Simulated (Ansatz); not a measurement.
System: interstitial H in zinc-blende GaP (charge state -1). Method: PBE, PAW (plane waves to 420 eV; Ansatz, a quantum-chemistry and plane-wave program).

64-site cell at the relaxed PBE lattice, one k-point at (0.250, 0.250, 0.250), smearing 0.01 eV, spin-restricted, no finite-size correction. No zero-point or tunnelling terms. The charge state is imposed; whether it is stable for some Fermi level was not computed. Sites that were not tried may lie lower. The start lies 0.45 eV above the lowest site run (PBE).

Barriers: single points on a 2×2×2 k-point mesh shifted by half a step at the bands' geometries (they differ from the bands' own by up to 0.29 eV, and are uncertain by about as much).

Relaxed starting cell (atoms counted from 1):

```
CELL_PARAMETERS angstrom
     11.01454     0.00000     0.00000
      0.00000    11.01454     0.00000
      0.00000     0.00000    11.01454
ATOMIC_POSITIONS crystal
  Ga 0.99869 0.99909 0.99985
  Ga 0.01527 0.01568 0.49118
  Ga 0.00070 0.49971 0.00132
  Ga 0.99832 0.49837 0.49956
  Ga 0.49934 0.00108 0.00134
  Ga 0.49798 0.99871 0.49955
  Ga 0.49840 0.49876 0.99944
  Ga 0.50085 0.50120 0.50070
  P  0.14662 0.14694 0.34942
  P  0.12350 0.12384 0.87444
  P  0.12343 0.62389 0.37494
  P  0.12301 0.62366 0.87444
  P  0.62353 0.12377 0.37493
  P  0.62331 0.12334 0.87444
  P  0.62550 0.62583 0.37550
  P  0.62406 0.62441 0.87514
  Ga 0.99201 0.25311 0.24599
  Ga 0.99565 0.24773 0.74981
  Ga 0.99629 0.74998 0.25189
  Ga 0.99990 0.74954 0.74939
  Ga 0.49838 0.25003 0.25068
  Ga 0.49823 0.24840 0.74986
  Ga 0.49948 0.74789 0.25008
  Ga 0.49879 0.74976 0.75020
  P  0.12536 0.37449 0.12508
  P  0.12232 0.37304 0.62599
  P  0.12284 0.87133 0.12377
  P  0.12166 0.87420 0.62401
  P  0.62390 0.37406 0.12453
  P  0.62372 0.37425 0.62604
  P  0.62378 0.87406 0.12535
  P  0.62415 0.87434 0.62480
  Ga 0.25269 0.99227 0.24592
  Ga 0.24739 0.99600 0.74979
  Ga 0.24968 0.49875 0.25066
  Ga 0.24802 0.49855 0.74982
  Ga 0.74965 0.99664 0.25187
  Ga 0.74914 0.00020 0.74936
  Ga 0.74750 0.49979 0.25001
  Ga 0.74941 0.49914 0.75020
  P  0.37406 0.12577 0.12514
  P  0.37270 0.12272 0.62600
  P  0.37374 0.62428 0.12456
  P  0.37389 0.62406 0.62605
  P  0.87102 0.12326 0.12383
  P  0.87382 0.12201 0.62404
  P  0.87369 0.62413 0.12534
  P  0.87401 0.62453 0.62483
  Ga 0.24812 0.24849 0.00046
  Ga 0.25233 0.25269 0.50270
  Ga 0.24882 0.74803 0.99829
  Ga 0.24705 0.74802 0.50254
  Ga 0.74770 0.24915 0.99831
  Ga 0.74766 0.24735 0.50254
  Ga 0.74892 0.74928 0.00061
  Ga 0.75179 0.75214 0.49843
  P  0.37770 0.37806 0.37704
  P  0.37330 0.37367 0.87459
  P  0.37384 0.87067 0.37623
  P  0.37475 0.87475 0.87604
  P  0.87029 0.37420 0.37624
  P  0.87441 0.37509 0.87604
  P  0.87840 0.87875 0.37877
  P  0.87370 0.87407 0.87493
  H  0.22399 0.22410 0.25613
```
Cell charge -1.

End state 1 differs by these moves (Å; atoms that move under 0.08 Å are left out):

```
atom  element     Δx     Δy     Δz
----  -------  -----  -----  -----
2          Ga  -0.19  -0.20   0.10
8          Ga  -0.19  -0.19  -0.18
9           P  -0.28  -0.28   0.30
17         Ga   0.08  -0.04   0.05
21         Ga   0.07  -0.06  -0.06
33         Ga  -0.04   0.08   0.05
35         Ga  -0.06   0.07  -0.06
50         Ga  -0.09  -0.09   0.04
56         Ga  -0.06  -0.06  -0.01
57          P  -0.32  -0.32  -0.30
63          P  -0.06  -0.06  -0.04
65          H   0.49   0.50   0.15
```

Q: Predict the forward and backward barriers to end state 1 from PBE, PAW.

A: forward 0.12 eV, backward 0.12 eV; at the saddle point atom 65 has neighbours P at 2.07, 3 P at 2.40 Å. The saddle point's order was not checked, and it lies on a symmetry element of the cell, where a band can be held.
